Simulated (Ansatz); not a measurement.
A. Be in the hcp (Mg type) structure
B. ZrN in the rock salt structure
C. Al in the fcc (Cu type) structure
D. Sc in the hcp (Mg type) structure

Q: Rank these crystals by Grüneisen parameter at 300 K, lowest first, as quasi-harmonic approximation on DFT at the PBEsol level (Ansatz, a quantum-chemistry and plane-wave program) gives it.

A: D (0.98), A (1.17), B (1.84), C (2.03)

 Spin-orbit coupling is not included. The runs of Al (PBEsol) noted for some cells that some bands missed the eigensolver's tolerance; how far this moves their values was not measured.

The crystal is held in this phase throughout; melting and phase transitions are not modelled.
